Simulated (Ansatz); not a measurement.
The starting structures come from a database of crystals and need not be the phases stable at ambient conditions.

# Evanescent states of BeS (F-43m, zinc blende, 2 atoms a cell, 14.4 Å³ an atom) along the normal of (110)

Computed with r2SCAN (plane waves, PAW; Ansatz, a quantum-chemistry and plane-wave program).

The gap is the functional's own, uncorrected, and κ follows it; spin-orbit coupling is left out. Mid-gap means the computed energy nearest the middle.

Energies count from the valence-band top; κ is the least over a 10×6 mesh across the current.

```json
[
 {"E (eV)": "0.09", "κ (1/Å)": "0.070", "where": "Γ"},
 {"E (eV)": "0.26", "κ (1/Å)": "0.119", "where": "Γ"},
 {"E (eV)": "0.42", "κ (1/Å)": "0.151", "where": "Γ"},
 {"E (eV)": "0.59", "κ (1/Å)": "0.175", "where": "Γ"},
 {"E (eV)": "0.77", "κ (1/Å)": "0.195", "where": "Γ"},
 {"E (eV)": "0.94", "κ (1/Å)": "___", "where": "Γ"},
 {"E (eV)": "1.10", "κ (1/Å)": "___", "where": "Γ"},
 {"E (eV)": "1.27", "κ (1/Å)": "___", "where": "Γ"},
 {"E (eV)": "1.45", "κ (1/Å)": "___", "where": "Γ"},
 {"E (eV)": "1.61", "κ (1/Å)": "___", "where": "Γ"},
 {"E (eV)": "1.78", "κ (1/Å)": "___", "where": "Γ"},
 {"E (eV)": "1.96", "κ (1/Å)": "___", "where": "Γ"},
 {"E (eV)": "2.12", "κ (1/Å)": "___", "where": "Γ"},
 {"E (eV)": "2.29", "κ (1/Å)": "___", "where": "Γ"},
 {"E (eV)": "2.46", "κ (1/Å)": "___", "where": "Γ"},
 {"E (eV)": "2.63", "κ (1/Å)": "___", "where": "Γ"},
 {"E (eV)": "2.81", "κ (1/Å)": "0.211", "where": "Γ"},
 {"E (eV)": "2.98", "κ (1/Å)": "0.191", "where": "Γ"},
 {"E (eV)": "3.15", "κ (1/Å)": "0.168", "where": "Γ"},
 {"E (eV)": "3.31", "κ (1/Å)": "0.136", "where": "Γ"},
 {"E (eV)": "3.48", "κ (1/Å)": "0.087", "where": "Γ"}
]
```

**Question.** What belongs in the gaps?

**Answer.** 
- 0.94, κ (1/Å): 0.212
- 1.10, κ (1/Å): 0.226
- 1.27, κ (1/Å): 0.237
- 1.45, κ (1/Å): 0.248
- 1.61, κ (1/Å): 0.256
- 1.78, κ (1/Å): 0.264
- 1.96, κ (1/Å): 0.270
- 2.12, κ (1/Å): 0.262
- 2.29, κ (1/Å): 0.252
- 2.46, κ (1/Å): 0.240
- 2.63, κ (1/Å): 0.227
